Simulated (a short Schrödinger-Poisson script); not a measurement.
From a short Schrödinger-Poisson script (our own, NumPy): 1D Poisson equation in equilibrium, electrons quantum, Hartree (BenDaniel-Duke, 12 states a valley, the channel's in-plane mass for all, wave functions ending at the dielectric), parabolic valleys, classical holes, full ionisation, no traps, pinning or gate leakage.

System: MOS inversion layer, SiO2 on p-type Si(100), at 400 K.

From the gate side: 3.2 nm SiO2; 230 nm Si, acceptors 3.6e18 cm⁻³.

The device is made up for the run: typed textbook-type constants, with dimensions and the other settings drawn at random. SiO2: permittivity 3.9, conduction-band edge (eV) 3.15, gap (eV) 9, electron mass (mₑ) 0.5. Si: permittivity 11.7, conduction-band edge (eV) 0, gap (eV) 1.124, Nv at 300 K (cm⁻³) 3.1e19.

Channel valleys (confinement mass, in-plane density-of-states mass, number): Δ2 0.916, 0.19, 2; Δ4 0.19, 0.417, 4. At the gate the conduction-band edge of layer 1 lies 3.24 eV − eVg above the Fermi level of the channel; the field vanishes at the back. Gaps are held at their typed values at every temperature. Mesh 0.03 nm at interfaces.

Task: Give the centroid of the channel electrons at Vg = 3.3 V (nm); the gate voltage at 1e11 electrons/cm² (V); the sheet density of all electrons at Vg = 3.3 V (cm⁻²).

Result: centroid of the channel electrons at Vg = 3.3 V (nm): 1.07; gate voltage at 1e11 electrons/cm² (V): 1.18; sheet density of all electrons at Vg = 3.3 V (cm⁻²): 1.16e13.
